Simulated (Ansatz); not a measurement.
MgS (P6₃mc, No. 186, 4 atoms in the cell; start mp-1185942; a measured phase of this formula has another space group) was calculated with r²SCAN0 (Ansatz, a quantum-chemistry and plane-wave program, PAW).

The run printed, among other lines:

```
WARN output.stress: scf.exx.energy_threshold = 1e-6 eV is looser than the 4e-8 eV advised for a stress under a hybrid functional (1e-8 eV for each atom of the …
Crystal: 4 atoms, lattice volume = 90.174 Å³
Basis set: ecut = 520 eV, 2429 PW (Γ), exchange–correlation on 90×90×144 points (27 copies of the dense FFT grid, shifted against one another)
Bands: 20, of which v1, the nominal top of the filled ones, is band 16 counted from 1 (15 counted from 0)
Symmetry: 12 space group operations
Space group: P63mc (ITA 186), of the structure as read, at distance tolerance 4.5e-5 Å
k-points: 36 of 324 (time reversal used)
Functional: x = r2scan, c = r2scan; τ floored in thin density (d = 2e-4 eV/Å³), warm-up for x = 0.75 r2scan + 0.25 exact, c = r2scan; τ floored in thin density (d = 2e-4 eV/Å³)
SCF iter   1: F=—  HF=-5671.003047 eV  |F-HF|=—  |Δ(HF+E_count)|=         —  Δρ=6.14e-3  dr2=1.29e-2  dr2_τ=1.37e-2
SCF iter   2: F=—  HF=-5671.058199 eV  |F-HF|=—  |Δ(HF+E_count)|=   5.52e-2  Δρ=2.50e-3  dr2=3.49e-3  dr2_τ=1.01e-4
  ...
Crystal: 4 atoms, lattice volume = 90.174 Å³
Initial density: handed on by an earlier stage of this run
Functional: x = 0.75 r2scan + 0.25 exact, c = r2scan; τ floored in thin density (d = 2e-4 eV/Å³)
Crystal: 4 atoms, lattice volume = 90.174 Å³
SCF iter   5: F=—  HF=-5670.353201 eV  |F-HF|=—  |Δ(HF+E_count)|=   3.10e-9  Δρ=5.81e-7  dr2=6.05e-10  dr2_τ=2.05e-11
SCF iter   6: F=-5670.353201 eV  HF=-5670.353201 eV  |F-HF|=1.82e-11  |Δ(HF+E_count)|=  1.33e-10  Δρ=1.44e-7  dr2=1.89e-10  dr2_τ=5.83e-13
SCF 3 converged in 6 iterations: F = -5670.353201 eV  dr2 = 1.89e-10
Free energy (F): -5670.353201 eV
Internal energy: -5670.353201 eV  (E = F + TS)
E sigma→0 (E₀):  -5670.353201 eV
Fermi energy:    4.841228 eV
--- Forces (eV/Å), atoms counted from 1 ---
  atom   1  Mg    -0.00000000     0.00000000     0.01211818
  atom   2  Mg     0.00000000     0.00000000     0.01211818
  atom   3  S      0.00000000    -0.00000000    -0.01178374
  atom   4  S     -0.00000000     0.00000000    -0.01178374
--- Stress (GPa, compression-positive) ---
       -0.244041       0.000000       0.000000
        0.000000      -0.244041      -0.000000
        0.000000       0.000000      -0.061211
  P = ⅓ Tr σ = -0.1831 GPa (-1.831 kbar)
```

Question: Write an input file that could have produced this run (the log leaves some choices open).

Answer: One answer among several that fit: 
Ansatz 0.2 input:
```yaml
crystal:
  lattice:
    - [4.0284949201, 0.0, 0.0]
    - [-2.01424746, 3.4887789398, 0.0]
    - [0.0, 0.0, 6.4160129403]
  atoms:
    - { symbol: Mg, position: [0.6666666667, 0.3333333333, 0.4962835881] }
    - { symbol: Mg, position: [0.3333333333, 0.6666666667, 0.9962835881] }
    - { symbol: S, position: [0.3333333333, 0.6666666667, 0.3787064119] }
    - { symbol: S, position: [0.6666666667, 0.3333333333, 0.8787064119] }
basis:
  ecutwfc: 520
  ecutrho_ratio: 4
  xc_grid: 3
kpoints:
  mp_grid: { grid: [9, 9, 4] }
hamiltonian:
  xc: r2scan0
  dispersion: none
  pseudopotentials: { kind: paw }
scf:
  occupations: { method: fermi_dirac, width: 0.01 }
  convergence: { dr2_threshold: 0.0000000004 }
output:
  forces: true
  stress: true
  eigenvalues: true
```

The PAW data were made under PBE.

A start named mp-… is a Materials Project structure, which need not be a measured phase.
